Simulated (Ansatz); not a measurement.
Start from MgO in the rock salt structure (space group Fm-3m, No. 225; a = 4.159 Å). Axes: x, y, z lie along the cube axes.

All numbers come from LDA in Ansatz (plane waves to 420 eV, PAW, no spin-orbit coupling).

Strains are applied to the cell and any free atomic positions relax.

One change was made to it. Results:

The energy goes up by 3.4 meV/atom; the pressure (mean of the normal stresses, compression positive) falls by 3.15 GPa to -3.16 GPa; the band gap falls by 0.23 eV, from 5.03 eV to 4.80 eV.

**Question.** What was done to the base?
A. uniaxial strain ε_zz = −1.00 %
B. uniaxial strain ε_zz = +2.50 %
C. uniaxial strain ε_zz = +2.00 %

**Answer.** C, uniaxial strain ε_zz = +2.00 %. For comparison, the band gap in the other runs: uniaxial strain ε_zz = +2.50 % gives 4.75 eV; uniaxial strain ε_zz = −1.00 % gives 5.13 eV.

Whether these cells are dynamically stable was not tested.

Ansatz is an electronic-structure program.
